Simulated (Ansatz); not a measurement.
Amorphous In9Al9Zn9O36, 63 atoms at 5.06 g/cm³, one PBE-relaxed geometry, zone centre. Methods: PBE, scalar-relativistic without spin-orbit coupling (Ansatz, an electronic-structure program); r2SCAN, scalar-relativistic without spin-orbit coupling (Ansatz); HSE06, scalar-relativistic without spin-orbit coupling (Ansatz). Plane waves to 420 eV (r2SCAN 500 eV); exact exchange is cut at the cell's faces. At PBE the levels at the filled edge of the gap are localised (band-tail or defect states), and the nearest spread-out levels lie 1.2 eV apart at the zone centre. All rungs ran without spin polarisation.

A CHGNet melt-quench gave the starting glass, which DFT then relaxed. O atoms were pushed apart under 1.9 Å during the dynamics, to hinder bonds among them. The hot cell started wider than the set density and was brought back towards it in steps. It is the lowest in DFT energy of 2 quenches. It is a model cell: composition and starting density were chosen by hand, and all elements were melted together. No dispersion term was used. Its density started from a set value of 5.19 and ended at 5.06 g/cm³. The simulated quench (nominally 150 K/ps over its main leg) is rapid and tends to freeze in more defects than a deposited or slowly cooled glass has. One small periodic cell is one sample of the glass; other quenches scatter about these values. The volume was free in the relaxation, at fixed shape. Stress components on the final sampling reach 1.6 GPa.

The relaxation ran on the zone centre alone. At PBE the level gap is 0.88 eV on a 2×2×2 Γ-centred mesh, and the spacing at the zone centre alone 0.92 eV.

**Question.** What zone-centre spacing does r2SCAN give, roughly?

**Answer.** 1.36 eV (+0.44 eV against PBE).

**Question.** What zone-centre spacing does HSE06 give, roughly?

**Answer.** 2.47 eV (+1.55 eV against PBE).

The highest filled and the lowest empty state spread over these numbers of atoms (participation numbers): PBE: 8.8 and 47.3; r2SCAN: 8.9 and 45.6; HSE06: 9.2 and 44.6.
